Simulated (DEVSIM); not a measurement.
Device: isotype n-n heterojunction Si/Ge, at 400 K.

Layer 1 from the left is Si, thickness (μm) 0.780, Nd (cm⁻³) 1.7e17, τn (s) 2e-6, τp (s) 2e-6. Layer 2 from the left is Ge, thickness (μm) 0.710, Nd (cm⁻³) 1.1e17, τn (s) 2e-6, τp (s) 2e-6.

Left contact: ohmic. Right contact: ohmic. Voltage is applied to the left contact. Recombination: SRH at mid-gap. Mobility is μmin + (μ − μmin)/(1 + (N/Nref)^α).

This is a model device: material constants are rounded textbook-type values typed into the input, and sizes, dopings and lifetimes were drawn at random. Values at 300 K; Nc and Nv go as T^1.5, mobilities as T to minus their exponent, the gap by Varshni's rule with the affinity fixed.

Si: gap (eV) 1.124, affinity (eV) 4.05, permittivity 11.7, Nc (cm⁻³) 2.86e19, Nv (cm⁻³) 3.1e19, μn (cm²/Vs) 1417, μp (cm²/Vs) 470, μn,min 52, μp,min 45, Nref,n 9.7e16, Nref,p 2.2e17, αn 0.68, αp 0.72, T exponent of μn 2.3, T exponent of μp 2.2, Varshni α (eV/K) 0.000473, Varshni β (K) 636. Ge: gap (eV) 0.664, affinity (eV) 4, permittivity 16, Nc (cm⁻³) 1.04e19, Nv (cm⁻³) 6e18, μn (cm²/Vs) 3900, μp (cm²/Vs) 1900, μn,min 150, μp,min 100, Nref,n 2.6e17, Nref,p 4e17, αn 0.56, αp 0.6, T exponent of μn 1.66, T exponent of μp 2.33, Varshni α (eV/K) 0.000477, Varshni β (K) 235.

Simulated with DEVSIM: 1D drift-diffusion, Boltzmann statistics, complete ionisation; no tunnelling, impact ionisation, image-force lowering or self-heating. Band offsets follow the typed affinities; no thermionic-emission limit at abrupt steps, no polarisation charge.

Problem. What does the simulation give for the potential step across the device at zero bias?

Solution. potential step across the device at zero bias 0.070 V.
